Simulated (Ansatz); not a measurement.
A self-consistent single point of BaSn3Au (I4mm, 5 atoms in the cell) with Ansatz (a quantum-chemistry and plane-wave program).

Computed with LDA (PW92), default PAW files made with PBE (plane waves; Ansatz).

```
BaSn3Au
1.0
   -2.52253     2.52253     5.57728
    2.52253    -2.52253     5.57728
    2.52253     2.52253    -5.57728
Ba Sn Au
1 3 1
Cartesian
  0.00000   0.00000   0.05312
  0.00000   0.00000   6.70712
  0.00000   2.52253   2.78362
  2.52253   0.00000   2.78362
  0.00000   0.00000   3.98474
```

Reference input (self-consistent single point, DFT, LDA (PW92), plane waves, default PAW files made with PBE): basis.ecutwfc = 30.9 Ry; kpoints.mp_grid.grid = 7 7 7; hamiltonian.xc = lda; hamiltonian.pseudopotentials = {kind: paw} (the program's default PAW files); scf.occupations.method = fermi_dirac; scf.occupations.width = 0.0073 Ry. This run's input differs from it in these lines:

Ansatz 0.2 input:
```diff
@@ -15,3 +15,3 @@
   mp_grid:
-    grid: [7, 7, 7]
+    grid: [12, 12, 12]
 hamiltonian:
@@ -22,3 +22,3 @@
   occupations:
-    method: fermi_dirac
+    method: cold
     width: 0.0073 Ry
```

Log, with long lists cut:

```
SCF iter   1: F=—  HF=-36286.007809 eV  |F-HF|=—  |Δ(HF+E_count)|=         —  Δρ=5.72e-3  dr2=2.90e-2  ethr=1.77e-3  ⟨swp⟩=9.3  Hψ=32882  notcnv=0
all-band conjugate gradients solve this SCF's bands
preconditioner: auto → Kerker (q_TF=auto, 2.431 Å⁻¹)
SCF iter   2: F=—  HF=-36285.998669 eV  |F-HF|=—  |Δ(HF+E_count)|=   9.14e-3  S|Δr|=    0.00e0  Δρ=2.74e-3  dr2=9.12e-3  ethr=4.09e-5  ⟨swp⟩=2.0  Hψ=12093  notcnv=0  defer=2
   [... lines left out ...]
SCF iter   6: F=—  HF=-36285.995456 eV  |F-HF|=—  |Δ(HF+E_count)|=   7.15e-5  S|Δr|=    0.00e0  Δρ=2.58e-5  dr2=2.27e-6  ethr=4.29e-8  ⟨swp⟩=2.0  Hψ=12352  notcnv=0  defer=2
SCF iter   7: F=—  HF=-36285.995456 eV  |F-HF|=—  |Δ(HF+E_count)|=   3.85e-7  S|Δr|=    0.00e0  Δρ=8.82e-6  dr2=2.15e-7  ethr=3.20e-9  ⟨swp⟩=2.0  Hψ=9553  notcnv=0  defer=2
SCF iter   8: F=-36285.995456 eV  HF=-36285.995456 eV  |F-HF|=9.61e-9  |Δ(HF+E_count)|=   4.52e-8  S|Δr|=    0.00e0  Δρ=2.86e-6  dr2=1.90e-8  ethr=1.41e-10  ⟨swp⟩=11.5  Hψ=40325  notcnv=0
SCF 1 converged in 8 iterations: F = -36285.995456 eV  dr2 = 1.90e-8
Stability not checked (fill_not_monotonic)
Free energy (F): -36285.995456 eV
Internal energy: -36285.992681 eV  (E = F + TS)
E sigma→0 (E₀):  -36285.994531 eV
Entropy (-TS):   -0.002775 eV (-0.555 meV/atom)
Fermi energy:    11.262512 eV
--- Forces (eV/Å), atoms counted from 1 ---
  atom   1  Ba    -0.00000000    -0.00000000    -0.06745690
  atom   2  Sn    -0.00000000     0.00000000    -0.13787928
  atom   3  Sn     0.00000000    -0.00000000     0.11598100
  atom   4  Sn     0.00000000     0.00000000     0.11598100
  atom   5  Au     0.00000000    -0.00000000    -0.02669582
--- Stress (GPa, compression-positive) ---
       -2.848365       0.000000      -0.000000
        0.000000      -2.848365       0.000000
       -0.000000       0.000000      -3.147133
  P = ⅓ Tr σ = -2.9480 GPa (-29.480 kbar)
  The stress holds the Pulay correction. Without it, at fixed plane waves, as pw.x and ABINIT print it: P = -2.9741 GPa
```

The run converged in 8 iterations. Against the reference run the free energy rises by 5.7 meV/atom, the pressure moves little (-2.89 to -2.95 GPa) and the largest force goes from 0.099 to 0.138 eV/Å.

The starting cell comes from a database of computed structures (which also holds hypothetical and non-ambient phases and stackings), without a prior relaxation at this level. Its lattice was rescaled by up to half a per cent. One atom was moved a little off its site on purpose. Ansatz's pressure includes its estimate of the finite-basis (Pulay) stress.

Cost on one core of a shared machine: roughly 2 min.
